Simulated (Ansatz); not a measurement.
Take ZnSe in the zinc blende structure (space group F-43m, No. 216; a = 5.5675 Å) as the base.

Method: LDA (Ansatz, a quantum-chemistry and plane-wave program), no spin-orbit coupling.

Strains are applied to the cell and any free atomic positions relax.

One change was made to it. Results:

```csv
quantity,base,after
band gap,1.25 eV,0.89 eV
energy relative to the base (free energy F),0 meV/atom,+35 meV/atom
electron mass,0.090 mₑ (at Γ),0.071 mₑ (at Γ)
```

Q: Which change produced these results?
A. isotropic strain +2.50 %
B. isotropic strain −3.00 %
C. isotropic strain +3.00 %

A: C, isotropic strain +3.00 %. For comparison, the band gap in the other runs: isotropic strain −3.00 % gives 1.64 eV; isotropic strain +2.50 % gives 0.95 eV.

Effective masses come from finite differences of ±0.01 Å⁻¹. No phonon test of stability was made.
